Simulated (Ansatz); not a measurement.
For TiSi (model structure, started from the NiAs type, P6₃/mmc, No. 194, 4 atoms in the cell), PBEsol in Ansatz (plane waves, PAW) gives:

- lattice parameter a = 3.416 Å
- lattice parameter c = 6.506 Å
- formation enthalpy = -0.416 eV/atom

Q: What does PBE-D3(BJ) (Ansatz, a first-principles code, PAW) give for the same quantities?

A: 
- lattice constant a: 3.393 Å (falls by 0.7 %)
- lattice parameter c: 6.518 Å (goes up by 0.2 %)
- formation enthalpy: -0.410 eV/atom (moves by +0.006 eV/atom)

Changes are worked out from the printed values.

Unless a cell is named, each level is at its own relaxed cell (PBEsol 16.44, PBE-D3(BJ) 16.25 Å³/atom).

Ansatz's density-functional and Hartree–Fock values are scalar-relativistic unless marked +SOC, with PAW data made under PBE.

A model structure was made by putting elements into a prototype or built by hand; it is no filed structure, need not be a known phase, and can be a saddle point held by its symmetry.
